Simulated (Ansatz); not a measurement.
# HfSiO4: pressure 15 GPa

Consider HfSiO4 (space group I4_1/amd, No. 141; a = 6.582 Å, c = 5.966 Å).

Modification: a hydrostatic pressure of 15 GPa.

The values are results of plane-wave PAW DFT at the PBEsol level (Ansatz, a first-principles code, 420 eV), no SOC, not measurements. Γ-centred 6×6×6 mesh, Fermi–Dirac width 0.05 eV.

- Volume per atom = 10.17 Å³ (base 10.77 Å³)
- Density = 7.37 g/cm³ (base 6.95 g/cm³)
- Lattice parameter a = 6.442 Å (base 6.582 Å)
- c/a ratio = 0.913 (base 0.906)
- Enthalpy H = E + PV relative to the base's energy = +0.98 eV/atom
- Band gap = 5.66 eV (an upper bound: an edge found on the path is not a true extremum; both cells) (base 5.38 eV)

With Hf present, leaving out spin-orbit coupling can change the band edges. Load acts through the strain it causes; cell and atoms are relaxed under it. No phonon test of stability was made. Competing high-pressure phases were not computed.
